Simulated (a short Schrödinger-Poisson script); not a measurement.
System: symmetric double-gate stack, Si3N4 on p-type Si(100), at 400 K.

| layer | material | thickness (nm) | Na (cm⁻³) |
|---|---|---|---|
| 1 | Si3N4 | 3.4 | - |
| 2 | Si | 5 | 3e15 |
| 3 | Si3N4 | 3.4 | - |

The device is made up for the run: typed textbook-type constants, with dimensions and the other settings drawn at random. Si3N4: permittivity 7.5, conduction-band edge (eV) 1.95, gap (eV) 5.1, electron mass (mₑ) 0.5. Si: permittivity 11.7, conduction-band edge (eV) 0, gap (eV) 1.124, Nv at 300 K (cm⁻³) 3.1e19.

Channel valleys (confinement mass, in-plane density-of-states mass, number): Δ2 0.916, 0.19, 2; Δ4 0.19, 0.417, 4. At the gates, both at one voltage, the conduction-band edge of layer 1 lies 2.19 eV − eVg above the Fermi level of the channel. Gaps are held at their typed values at every temperature. Mesh 0.03 nm at interfaces.

From a short Schrödinger-Poisson script (our own, NumPy): 1D Poisson equation in equilibrium, electrons quantum, Hartree (BenDaniel-Duke, 12 states a valley, the channel's in-plane mass for all, wave functions free to enter the dielectric), parabolic valleys, classical holes, full ionisation, no traps, pinning or gate leakage.

The same stack at other levels of the model or other numerical settings:

```
run                                          sheet density of all electrons at Vg = 0.95 V (cm⁻²)  sheet density of all electrons at Vg = 0.35 V (cm⁻²)  capacitance of both gates at Vg = 0.95 V (μF/cm²)  gate voltage at 1e11 electrons/cm² (V)  rough cost against the base
-------------------------------------------  ----------------------------------------------------  ----------------------------------------------------  -------------------------------------------------  --------------------------------------  ---------------------------
base                                                                                      1.40e13                                               2.95e12                                               3.13                                    0.09                      about 1
electrons treated as classical, Boltzmann                                                 1.62e13                                               3.66e12                                         (withheld)                                    0.06                         0.03
electrons treated as classical, Fermi-Dirac                                            (withheld)                                               3.62e12                                               3.41                                    0.06                         0.08
mesh six times as coarse                                                                  1.39e13                                               2.93e12                                               3.12                                    0.09                          0.3
one subband a valley                                                                   (withheld)                                               2.85e12                                               3.08                                    0.09                          0.3
```

Question: What belongs in the gaps?

Answer: 
- electrons treated as classical, Fermi-Dirac, sheet density of all electrons at Vg = 0.95 V (cm⁻²): 1.57e13
- one subband a valley, sheet density of all electrons at Vg = 0.95 V (cm⁻²): 1.37e13
- electrons treated as classical, Boltzmann, capacitance of both gates at Vg = 0.95 V (μF/cm²): 3.55

The classical rows ignore confinement, and Boltzmann statistics overrate the density once the band edge passes the Fermi level.
